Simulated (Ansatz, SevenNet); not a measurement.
# Enthalpy of formation of NiAs-type NiSb: levels of theory against measurement

Reference value: -0.34 eV/atom (measured, 298 K, not corrected to a static lattice, our sources range from -0.434 to -0.340; as tabulated in Zhang et al. (2018), doi:10.1038/s41524-018-0065-z).

| level (code) | value (eV/atom) |
|---|---|
| SevenNet-0 | -0.285 |
| LDA (Ansatz) | -0.324 |
| PBE (Ansatz) | [?] |
| PBEsol (Ansatz) | -0.310 |
| PBE-D4 (Ansatz) | -0.324 |
| PBEsol-D3(BJ) (Ansatz) | [?] |
| r²SCAN+rVV10 (Ansatz) | [?] |
| PBE0 (Ansatz) | -0.356 |
| r²SCANh (Ansatz) | -0.289 |

What belongs in the gaps?


- PBE (Ansatz, a quantum-chemistry and plane-wave program), value (eV/atom): -0.259
- PBEsol-D3(BJ) (Ansatz), value (eV/atom): -0.371
- r²SCAN+rVV10 (Ansatz), value (eV/atom): -0.273

Differences against the reference: SevenNet-0 +0.055 eV/atom, LDA +0.016 eV/atom, PBE +0.081 eV/atom, PBEsol +0.030 eV/atom, PBE-D4 +0.016 eV/atom, PBEsol-D3(BJ) -0.031 eV/atom, r²SCAN+rVV10 +0.067 eV/atom, PBE0 -0.016 eV/atom, r²SCANh +0.051 eV/atom.

The levels aren't ranked against this reference (sources at odds).

The reference isn't brought to a static lattice, while the calculations are for one, so the differences are not the levels' errors alone.  Density-functional levels without +SOC have no spin–orbit coupling, which shifts binding energies of heavy elements. PBE: the magnetic order was assumed, not searched for or taken from measurement. PBE0, r²SCANh: the run has no spin polarisation, so it can have missed a magnetic state. Each level is taken at its own relaxed cell. Cutoffs and k meshes differ between the levels. Ansatz's density-functional and Hartree–Fock values are scalar-relativistic unless marked +SOC, with PAW data made under PBE.

Machine-learned potentials (SevenNet-0) are trained on DFT data: a solid inside that data is no test of them.

Differences are worked out from the printed values.
